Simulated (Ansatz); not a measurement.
# What uniaxial stress, 5 GPa tension along x does to Nb2GaC

Consider Nb2GaC (space group P6_3/mmc, No. 194; a = 3.1177 Å, c = 13.4813 Å; a cell from a computed database, its experimental status unchecked). Axes: x lies along a and z along c of the hexagonal cell.

Now apply this change: uniaxial stress, 5 GPa tension along x, with the cell and atoms free to relax against it.

Method: plane-wave PAW DFT at the PBEsol level (Ansatz, a first-principles code, 420 eV), scalar-relativistic without spin-orbit coupling. Γ-centred 17×17×4 mesh, Fermi–Dirac width 0.05 eV.

The volume per atom goes up by 0.129 Å³ (14.19 Å³ → 14.31 Å³) and the space group becomes Cmcm (No. 63) (base: P6_3/mmc (No. 194)). The shortest interatomic distance falls by 0.006 Å (2.168 Å → 2.162 Å) and the energy goes up by 4.6 meV/atom. The band gap is still zero and the strain response (xx, yy, zz) comes out as (+2.03, −0.20, −0.90) % (rough).

Without a gap, meshes like the base's 17×17×4 leave anisotropic stresses uncertain by several tenths of a GPa, and small strain energies with them. Stability under load was not tested beyond the relaxation. The final runs are not spin-polarised.
